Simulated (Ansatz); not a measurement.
# Several settings converged on Ta (Im-3m, 1 atom in the cell)

```
CELL_PARAMETERS angstrom
     -1.65825     1.65825     1.65825
      1.65825    -1.65825     1.65825
      1.65825     1.65825    -1.65825
ATOMIC_POSITIONS crystal
  Ta 0.00000 0.00000 0.00000
```

Base method: PBE (plane waves, PAW; Ansatz, a program for electronic structure).

Base settings: basis.ecutwfc = 420 eV; kpoints.mp_grid.grid = 14 14 14; hamiltonian.xc = pbe; hamiltonian.pseudopotentials = {kind: paw} (the program's default PAW files); scf.occupations.method = gaussian; scf.occupations.width = 0.1 eV.

The count of work is k-points × plane waves × bands × iterations; it is no time. 

**The cutoff for other potential files**

Level: DFT, PBE, plane waves, harder PAW files (source: ansatz).

In this ladder: hamiltonian.pseudopotentials = {kind: paw, source: ansatz}.

The second cell is the first with its lattice scaled by 0.98.

The mesh stays at the base's, so the ladder's end is converged at best in this setting alone.

The first pressure column holds Ansatz's estimate of the finite-basis (Pulay) stress, which hides part of the cutoff error; the other is without it.

Only quantities that move along the ladder and can be compared are tabulated.

| basis.ecutwfc | free energy less the last step's (meV/atom) | energy of the compressed cell less the first (meV/atom) | pressure (GPa) | pressure without the Pulay estimate (GPa) | count of work / last |
|---|---|---|---|---|---|
| 235 eV | 15946.28 | 313.23 | 9.76 | -766.26 | 0.086 |
| 285 eV | 3000.88 | 38.90 | 2.47 | -166.67 | 0.12 |
| 365 eV | 181.49 | 46.50 | 0.57 | -13.79 | 0.20 |
| 440 eV | 9.58 | 46.88 | 0.44 | -0.53 | 0.27 |
| 520 eV | 1.19 | 46.95 | 0.46 | 0.43 | 0.37 |
| 625 eV | 0.76 | 46.92 | 0.45 | 0.44 | 0.44 |
| 780 eV | 0.30 | 46.89 | 0.45 | 0.44 | 0.65 |
| 1040 eV | 0.00 | 46.88 | 0.45 | 0.44 | 1.0 |

Coarsest basis.ecutwfc that holds the free energy within 2 meV/atom of the last step, with all finer ones: 520 eV, at 0.37 of the last step's count of work; the step before is off by 9.6 meV/atom.

Coarsest basis.ecutwfc that holds the pressure within 0.05 GPa of the last step, with all finer ones: 440 eV, at 0.27 of the last step's count of work; the step before is off by 0.12 GPa.

Coarsest basis.ecutwfc that holds the pressure without the Pulay estimate within 0.2 GPa of the last step, with all finer ones: 520 eV, at 0.37 of the last step's count of work; the step before is off by 0.97 GPa.

The energy difference between the two cells stays within 1 meV/atom of the last step's from 365 eV on, the total only from 625 eV on: much of the error is common to both cells and cancels.

At the lowest cutoff the pressure without the Pulay estimate lies 767 GPa under the last step's, the usual sign of Pulay stress in an incomplete plane-wave basis.

**The cutoff for other potential files**

Level: DFT, PBE, plane waves, norm-conserving files (source: ansatz).

In this ladder: hamiltonian.pseudopotentials = {kind: nc, source: ansatz}.

The second cell is the first with its lattice scaled by 0.98.

The mesh stays at the base's, so the ladder's end is converged at best in this setting alone.

The first pressure column holds Ansatz's estimate of the finite-basis (Pulay) stress, which hides part of the cutoff error; the other is without it.

Only quantities that move along the ladder and can be compared are tabulated.

| basis.ecutwfc | free energy less the last step's (meV/atom) | energy of the compressed cell less the first (meV/atom) | pressure (GPa) | pressure without the Pulay estimate (GPa) | count of work / last |
|---|---|---|---|---|---|
| 450 eV | 129433.65 | -445.87 | -50.02 | -3829.48 | 0.13 |
| 550 eV | 35501.93 | 34.15 | -11.32 | -1733.27 | 0.17 |
| 700 eV | 2011.76 | 36.24 | -1.03 | -198.13 | 0.20 |
| 850 eV | 17.45 | 46.58 | 0.38 | -3.20 | 0.28 |
| 1000 eV | 1.21 | 46.59 | 0.42 | 0.39 | 0.34 |
| 1200 eV | 0.56 | 46.59 | 0.42 | 0.40 | 0.46 |
| 1500 eV | 0.28 | 46.59 | 0.42 | 0.42 | 0.62 |
| 2000 eV | 0.00 | 46.59 | 0.42 | 0.42 | 1.0 |

Coarsest basis.ecutwfc that holds the pressure without the Pulay estimate within 0.1 GPa of the last step, with all finer ones: 1000 eV, at 0.34 of the last step's count of work; the step before is off by 3.6 GPa.

Coarsest basis.ecutwfc that holds the pressure within 1 GPa of the last step, with all finer ones: 850 eV, at 0.28 of the last step's count of work; the step before is off by 1.5 GPa.

Coarsest basis.ecutwfc that holds the free energy within 5 meV/atom of the last step, with all finer ones: 1000 eV, at 0.34 of the last step's count of work; the step before is off by 17 meV/atom.

The energy difference between the two cells stays within 1 meV/atom of the last step's from 850 eV on, the total only from 1200 eV on: much of the error is common to both cells and cancels.

At the lowest cutoff the pressure without the Pulay estimate lies 3830 GPa under the last step's, the usual sign of Pulay stress in an incomplete plane-wave basis.

**The relaxed cell against the cutoff**

In this ladder: relax = cell and atoms.

The mesh stays at the base's, so the ladder's end is converged at best in this setting alone.

Only quantities that move along the ladder and can be compared are tabulated.

| basis.ecutwfc | relaxed volume (Å³/atom) | relaxation steps |
|---|---|---|
| 210 eV | 18.297 | 9 |
| 250 eV | 18.311 | 6 |
| 295 eV | 18.287 | 4 |
| 355 eV | 18.281 | 4 |
| 420 eV | 18.278 | 4 |
| 505 eV | 18.277 | 4 |
| 630 eV | 18.277 | 4 |
| 840 eV | 18.277 | 4 |

Coarsest basis.ecutwfc that holds the relaxed volume within 0.018 Å³/atom of the last step, with all finer ones: 295 eV; the step before is off by 0.034 Å³/atom.

On the base run: the starting cell has typed, rounded lattice constants, without a prior relaxation at this level. Its lattice was rescaled by up to half a per cent. Spin polarisation is off.

Keys are those of Ansatz 0.2.
